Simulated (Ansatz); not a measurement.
Subject: the formation energy of 4 Sc_Al in Al (fcc, Fm-3m). Reaction: 28 Al (fcc) + 4 Sc (hcp) → cell A.

Cell A: a supercell of 32 sites of Al (fcc, Fm-3m) with two times Sc on an Al site (12 Al at 2.86–2.93 Å); two times Sc on an Al site (12 Al at 2.86–2.88 Å); the closest two of these centres are 4.1 Å apart, the farthest 12.2 Å; spin state with PBE: run without spin, k-point mesh 9×9×1.
```
CELL_PARAMETERS angstrom
      4.04111     0.00000     0.00000
      0.00000     4.04111     0.00000
      0.00000     0.00000    32.32889
ATOMIC_POSITIONS crystal
  Sc 0.00000 0.00000 0.99828
  Al 0.50000 0.00000 0.06095
  Al 0.00000 0.50000 0.06095
  Al 0.50000 0.50000 0.99662
  Sc 0.00000 0.00000 0.12424
  Al 0.50000 0.00000 0.18750
  Al 0.00000 0.50000 0.18750
  Al 0.50000 0.50000 0.12406
  Sc 0.00000 0.00000 0.25076
  Al 0.50000 0.00000 0.31405
  Al 0.00000 0.50000 0.31405
  Al 0.50000 0.50000 0.25094
  Sc 0.00000 0.00000 0.37672
  Al 0.50000 0.00000 0.44221
  Al 0.00000 0.50000 0.44221
  Al 0.50000 0.50000 0.37838
  Al 0.00000 0.00000 0.50369
  Al 0.00000 0.50000 0.56467
  Al 0.50000 0.00000 0.56467
  Al 0.50000 0.50000 0.50373
  Al 0.00000 0.00000 0.62635
  Al 0.00000 0.50000 0.68750
  Al 0.50000 0.00000 0.68750
  Al 0.50000 0.50000 0.62644
  Al 0.00000 0.00000 0.74865
  Al 0.00000 0.50000 0.81033
  Al 0.50000 0.00000 0.81033
  Al 0.50000 0.50000 0.74856
  Al 0.00000 0.00000 0.87131
  Al 0.00000 0.50000 0.93279
  Al 0.50000 0.00000 0.93279
  Al 0.50000 0.50000 0.87127
```

Reference: Al (fcc, Fm-3m), 32 atoms in the cell, the relaxed perfect crystal repeated, atoms not moved again, k-point mesh 9×9×1 on the run's own vectors.

Reference: Sc (hcp, P6₃/mmc), 2 atoms in the cell, k-point mesh 24×24×12 on the run's own vectors. Conventional cell: a = b = 3.318 Å, c = 5.185 Å, α = β = 90.00°, γ = 120.00°.

Plane-wave PAW calculations with Ansatz (a quantum-chemistry and plane-wave program), its default PAW set, cutoff 420 eV, 500 eV for r2SCAN. The structures are at rest with PBE, within the held lattices; other levels are single points on them. Neutral cells; Fermi-Dirac smearing of at most 0.10 eV in the solids, energies taken to zero width. The lattices are those relaxed with PBE, so at other levels the solids can be strained, which adds to the spread. Larger cells are relaxed from a start prepared with the learned potential CHGNet, on a coarser mesh till forces fall under 0.03 eV/Å, which some starts already meet. A dispersion term (D3(BJ), or D4 for r2SCAN) was computed beside these levels and is taken off wherever the name lacks it. Static lattices, no vibrational contributions. Cells are local rest points, mostly with their start's symmetry. Values are for these cell sizes. The cell is small for its defects, so this is an ordered compound on the host's lattice rather than an isolated defect. Cell A has symmetry P4/mmm within 0.02 Å and got no random move, so less symmetric positions, which may lie lower, weren't tried.

### Question
Estimate the value that r2SCAN returns for this input.

### Answer
-7.55 eV, for 28 Al (fcc) + 4 Sc (hcp) → cell A.

### Question
What do the other levels give, and how wide is the spread?

### Answer
| Method | value (eV) | less r2SCAN |
|---|---|---|
| PBE | -6.76 | 0.79 |

The levels shown span 0.79 eV, from r2SCAN (-7.55) to PBE (-6.76).
